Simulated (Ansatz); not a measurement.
The starting structures come from a database of crystals and need not be the phases stable at ambient conditions.

The decay constant κ of evanescent states in the gap governs leakage through a thin film.

Consider the following.

```xyz
12
Lattice="8.0017 0.0000 0.0000 2.9122 7.4530 0.0000 1.6965 -4.3057 2.3942" Properties=species:S:1:pos:R:3 pbc="T T T"
Na     7.4574     3.2711     0.5986
Na     5.1530    -0.1239     1.7957
Na     2.3043     1.5736     1.1971
Na     0.0000     0.0000     0.0000
C      5.7608     5.7554     0.5986
C      6.8495    -2.6082     1.7957
O      2.8487    -2.4787     1.6255
O      9.7617     5.6259     0.7688
O     10.4893     3.7792     1.7957
O      2.1210    -0.6320     0.5986
O      8.1850     1.1654     1.9659
O      4.4254     1.9818     0.4283
```

Space group of this cell: P6_3/mmc. The cell is taken as given.

Transport runs along the normal of the first two printed cell vectors, the (111) plane of the conventional cell.

The gap is the functional's own, uncorrected, and κ follows it; spin-orbit coupling is left out. Mid-gap values are interpolated between the computed energies.

Q: Estimate the band gap and the smallest decay constant κ at mid-gap that r2SCAN in Ansatz (a program for electronic structure) returns for this system.

A: Gap 4.05 eV on a 12×12×12 mesh; κ = 0.466 1/Å, at the zone centre.
